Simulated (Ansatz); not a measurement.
Base system: SiC in the wurtzite structure (space group P6_3mc, No. 186; a = 3.0564 Å, c = 5.0158 Å). Axes: x lies along a and z along c of the hexagonal cell.

Structures relaxed with Ansatz (a quantum-chemistry and plane-wave program) LDA, scalar-relativistic without spin-orbit coupling.

Base:

Simulated powder pattern, Cu Kα1, λ = 1.54056 Å (kinematic, ideal powder, no thermal factors, no anomalous dispersion; the 8 strongest lines at most, above 2 %, up to 2θ = 90°):

```json
[
 {"2θ (°)": "33.84", "I/Imax (%)": "74", "hkl": "(100)"},
 {"2θ (°)": "35.77", "I/Imax (%)": "51", "hkl": "(002)"},
 {"2θ (°)": "38.42", "I/Imax (%)": "100", "hkl": "(101)"},
 {"2θ (°)": "50.06", "I/Imax (%)": "27", "hkl": "(102)"},
 {"2θ (°)": "60.54", "I/Imax (%)": "45", "hkl": "(110)"},
 {"2θ (°)": "66.04", "I/Imax (%)": "46", "hkl": "(103)"},
 {"2θ (°)": "72.35", "I/Imax (%)": "35", "hkl": "(112)"},
 {"2θ (°)": "74.02", "I/Imax (%)": "16", "hkl": "(201)"}
]
```

The change: compressive biaxial strain of 1.20 % in the plane normal to [001], as in epitaxy on a mismatched substrate; the out-of-plane cell vector and the atoms relax.

After the change:

Simulated powder pattern, Cu Kα1, λ = 1.54056 Å (kinematic, ideal powder, no thermal factors, no anomalous dispersion; the 8 strongest lines at most, above 2 %, up to 2θ = 90°):

```
2θ (°)  d (Å)  I/Imax (%)    hkl
------  -----  ----------  -----
34.26   2.615          72  (100)
35.68   2.514          51  (002)
38.78   2.320         100  (101)
50.30   1.813          27  (102)
61.35   1.510          44  (110)
66.16   1.411          47  (103)
73.04   1.294          34  (112)
74.99   1.265          15  (201)
```

The indices refer to the base's conventional cell; one index is shown for lines that coincide.

No phonon test of stability was made.
